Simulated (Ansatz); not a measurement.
The reference is HgSe in the zinc blende structure (space group F-43m, No. 216; a = 6.133 Å). Axes: x, y, z lie along the cube axes.

Method: PBEsol/PAW in Ansatz (a first-principles code), spin-orbit coupling left out.

Before the change:

The pressure is 0.0 GPa and the shortest interatomic distance comes out as 265.6 pm.

The change: compressive biaxial strain of 2.08 % in the plane normal to [111], as in epitaxy on a mismatched substrate; the out-of-plane cell vector and the atoms relax.

Problem. Predict the new pressure and shortest interatomic distance.

Solution. The pressure (mean of the normal stresses, compression positive) goes from zero to 1.2 GPa; the shortest interatomic distance drops by 2.2 pm (265.6 pm → 263.4 pm).

The mesh was chosen for an insulator and is coarse for the gapless case. No phonon test of stability was made. The final runs are not spin-polarised.
